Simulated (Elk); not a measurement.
Band structure of NaLu3 (Fm-3m, 4 atoms in the cell).

```
NaLu3
1.0
    0.00000     3.88444     3.88444
    3.88444     0.00000     3.88444
    3.88444     3.88444     0.00000
Na Lu
1 3
Cartesian
  0.00000   0.00000   0.00000
  1.94222   1.94222   1.94222
  5.82667   5.82667   5.82667
  3.88444   3.88444   3.88444
```

Method: LDA (PW92), all-electron FP-LAPW, Elk's shipped species files, default APW+lo basis (Elk 10.2.4).

Settings: xctype = 3; rgkmax = 7; stype = 0; swidth = 0.00367493 Ha; ngridk = 8 8 8.

The starting cell comes from a database of computed structures (which also holds hypothetical and non-ambient phases and stackings), without a prior relaxation at this level. Spin-orbit coupling is off. Values depend on the basis (sphere radii, cutoffs, local orbitals), which need not be converged.

Levels in eV from the Fermi level, bands 39 to 46:
```csv
point,39,40,41,42,43,44,45,46
Γ,-0.90,-0.90,-0.34,-0.34,-0.34,0.34,0.34,0.34
X,-2.58,-2.05,-1.84,0.50,0.53,0.53,0.55,0.55
W,-2.58,-2.53,-1.78,0.24,0.24,0.33,0.68,1.01
K,-2.80,-2.17,-1.55,0.12,0.15,0.59,0.74,0.98
L,-3.01,-0.56,-0.56,-0.40,0.31,0.31,0.33,0.33
U,-2.80,-2.17,-1.55,0.12,0.15,0.59,0.74,0.98
```

Bands cross the Fermi level along this path, so the cell is metallic at this level.
